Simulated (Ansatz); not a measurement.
Antifluorite Mg₂C (high-pressure phase), treated with r²SCAN (plane waves, PAW; Ansatz, an electronic-structure program).

Numerical settings: plane-wave cutoff 600 eV, 12×12×12 k mesh, scalar-relativistic PAW data made under PBE.

Cell (relaxed at this level):

Space group Fm-3m (No. 225); a = 5.4224 Å, b = 5.4224 Å, c = 5.4224 Å, α = 90.00°, β = 90.00°, γ = 90.00°

```tsv
atom	site	symmetry	x	y	z
Mg	8c	-43m	0.2500	0.2500	0.2500
C	4a	m-3m	0.0000	0.0000	0.0000
```
(The calculation used a cell of 3 atoms; values per cell refer to that cell.)

**Question.** What does this level give for the Voigt–Reuss–Hill bulk modulus, Voigt–Reuss–Hill shear modulus (Hill average), Young modulus and Poisson ratio?

**Answer.** 
- Voigt–Reuss–Hill bulk modulus: 98.3 GPa
- Voigt–Reuss–Hill shear modulus (Hill average): 88.6 GPa
- Young modulus: 204 GPa
- Poisson ratio: 0.153

Elastic constants are with the ions relaxed.

The result took about 8 core-minutes (a rough figure).
